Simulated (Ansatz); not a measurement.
Cost and result by functional for the surface energy, mean of two unlike faces, of the (100) surface of cubic CsPbBr3 (a phase of room or higher temperature, not the 0 K ground state) in its 1x1 cell (cut with top plane Br + Cs, bottom plane 2 Br + Pb), relaxed from an ideal cut (the real face may reconstruct), with unlike faces, outermost plane spacing 3.00 Å in the ideal cut, in Ansatz (plane waves, PAW). Single points on the PBE structure, on one kind of machine; costs are rough ratios of the slab run's core time (references not counted) to the cheapest single point. r2SCAN's cost holds its higher cutoff (500 against 420 eV). Differences are taken against HSE06 for comparison alone: no measured value is at hand, so the table doesn't rank accuracy. HSE06 ran on a coarser k-mesh, which lowers its cost and carries part of its shift.

Model: 15-atom slab, Br9Cs3Pb3, 15.0 Å thick at the start, 4x4x1 mesh, Fermi-Dirac 0.025 eV, dipole correction, all atoms relaxed; symmetry of the start imposed; no spin, no spin-orbit, no U. These notes are the PBE run's.

| functional | relative cost | surface energy, mean of two unlike faces, (J/m²) | less HSE06 (J/m²) |
|---|---|---|---|
| LDA | 1 | 0.10 | 0.00 |
| RPBE | 1 | 0.06 | -0.04 |
| PBEsol | 1 | 0.08 | -0.03 |
| r2SCAN | 2 | 0.10 | -0.01 |
| HSE06 | 20 | 0.11 | 0.00 |
| PBE (the relaxed run's value) | – | 0.08 | -0.03 |

The values span 0.04 J/m², while the single points' costs differ by a factor of roughly 20. Differences are of unrounded values.

Ansatz is an electronic-structure program.
